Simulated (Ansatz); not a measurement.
cubic ZrO2 (0 0 1) on diamond (0 0 1) (film strained to the substrate, faces as cut)

A periodic stack without vacuum, cubic ZrO2 (0 0 1) on diamond (0 0 1) (film strained to the substrate, faces as cut): substrate slab C32, film O12Zr5, surface cells [[0, -1], [2, 1]] and [[1, 0], [1, 1]], film strained by -1.3 and -1.3 %, faces C/C and O/O as cut (like faces can put a slab off its formula).

The start was prepared with a machine-learned potential, and the result is one local minimum, with the in-plane cell held and forces under 0.04 eV/Å; the film can end far from its bulk form.

These are PBE (plane waves to 420 eV, PAW; Ansatz, a quantum-chemistry and plane-wave program) values and carry that method's errors. Spin–orbit coupling is left out; PBE gaps are too small against experiment. Its k-point mesh 7×7×1, Fermi–Dirac width 0.05 eV.

```
Property                                                                                           Value
-------------------------------------------------------------------------------  -----------------------
interface area                                                                                   12.8 Å²
period                                                                                           28.78 Å
gaps between the outermost planes at the two interfaces                                  1.30 and 1.30 Å
C–O contacts across the interfaces within 1.22 times the sum of covalent radii            4, mean 1.38 Å
C–Zr contacts across the interfaces within 1.22 times the sum of covalent radii           4, mean 3.05 Å
spin-polarised check at this geometry                                            falls back to no moment
```

```yaml
crystal:
  lattice:
    - [3.57116, -0.00028, 0.06690]
    - [-0.00031, 3.57133, 0.04856]
    - [-1.24260, 0.69174, 28.77110]
  atoms:
    - { symbol: C, position: [0.13417, 0.00895, 0.05215] }
    - { symbol: C, position: [0.63420, 0.51050, 0.05216] }
    - { symbol: C, position: [0.45781, 0.19018, 0.02370] }
    - { symbol: C, position: [0.79743, 0.85011, 0.02320] }
    - { symbol: C, position: [0.64576, 0.99068, 0.11425] }
    - { symbol: C, position: [0.14646, 0.48978, 0.11549] }
    - { symbol: C, position: [0.90084, 0.26063, 0.08376] }
    - { symbol: C, position: [0.37918, 0.73865, 0.08380] }
    - { symbol: C, position: [0.15808, 0.97116, 0.17693] }
    - { symbol: C, position: [0.65813, 0.47121, 0.17693] }
    - { symbol: C, position: [0.40303, 0.22973, 0.14590] }
    - { symbol: C, position: [0.90116, 0.73162, 0.14588] }
    - { symbol: C, position: [0.67011, 0.95213, 0.23895] }
    - { symbol: C, position: [0.17005, 0.45218, 0.23901] }
    - { symbol: C, position: [0.91444, 0.21200, 0.20796] }
    - { symbol: C, position: [0.41370, 0.71129, 0.20796] }
    - { symbol: C, position: [0.18238, 0.93351, 0.30104] }
    - { symbol: C, position: [0.68168, 0.43278, 0.30104] }
    - { symbol: C, position: [0.42606, 0.19257, 0.26999] }
    - { symbol: C, position: [0.92600, 0.69268, 0.27005] }
    - { symbol: C, position: [0.69491, 0.91320, 0.36310] }
    - { symbol: C, position: [0.19305, 0.41507, 0.36312] }
    - { symbol: C, position: [0.93800, 0.17367, 0.33207] }
    - { symbol: C, position: [0.43793, 0.67359, 0.33207] }
    - { symbol: C, position: [0.21699, 0.90603, 0.42519] }
    - { symbol: C, position: [0.69506, 0.38428, 0.42525] }
    - { symbol: C, position: [0.45003, 0.15461, 0.39351] }
    - { symbol: C, position: [0.94977, 0.65465, 0.39475] }
    - { symbol: C, position: [0.79549, 0.79736, 0.48530] }
    - { symbol: C, position: [0.13585, 0.45751, 0.48579] }
    - { symbol: C, position: [0.96251, 0.13524, 0.45685] }
    - { symbol: C, position: [0.46095, 0.63513, 0.45684] }
    - { symbol: O, position: [0.26248, 0.36639, 0.62315] }
    - { symbol: O, position: [0.75869, 0.87138, 0.61636] }
    - { symbol: O, position: [0.73391, 0.86803, 0.53091] }
    - { symbol: O, position: [0.22050, 0.38210, 0.53273] }
    - { symbol: O, position: [0.30331, 0.31462, 0.80439] }
    - { symbol: O, position: [0.80112, 0.81767, 0.79460] }
    - { symbol: O, position: [0.78100, 0.84245, 0.70461] }
    - { symbol: O, position: [0.28296, 0.33977, 0.71441] }
    - { symbol: O, position: [0.36435, 0.27463, 0.97809] }
    - { symbol: O, position: [0.84946, 0.78903, 0.97627] }
    - { symbol: O, position: [0.81999, 0.79233, 0.88587] }
    - { symbol: O, position: [0.31854, 0.29264, 0.89265] }
    - { symbol: Zr, position: [0.77006, 0.35393, 0.66442] }
    - { symbol: Zr, position: [0.24819, 0.87572, 0.57544] }
    - { symbol: Zr, position: [0.81202, 0.30522, 0.84460] }
    - { symbol: Zr, position: [0.29313, 0.82772, 0.75450] }
    - { symbol: Zr, position: [0.33438, 0.78281, 0.93357] }
```
